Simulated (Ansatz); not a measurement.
PbTe, pressure series

The parent structure is PbTe in the rock salt structure (space group Fm-3m, No. 225; a = 6.569 Å).

Cell and atoms are relaxed at each pressure.

Computed with Kohn–Sham DFT with the PBE functional, run in Ansatz (a quantum-chemistry and plane-wave program) with PAW and 420 eV plane waves, no spin-orbit coupling, earlier PAW set.

Candidates:
(a) pressure 0.3 GPa
(b) pressure 1.5 GPa
(c) pressure 7.5 GPa
(d) pressure −1 GPa

Before the change:

The width of the top valence band is 2.51 eV.

Task: Order them by width of the top valence band, lowest first.

Result: (d) pressure −1 GPa (2.36 eV), (a) pressure 0.3 GPa (2.55 eV), (b) pressure 1.5 GPa (2.72 eV), (c) pressure 7.5 GPa (3.40 eV)

With Pb and Te present, leaving out spin-orbit coupling can change the band edges. The levels and masses belong to the bands next to the band gap. Load acts through the strain it causes; cell and atoms are relaxed under it. No phonon test of stability was made. No other phases were tried under pressure.
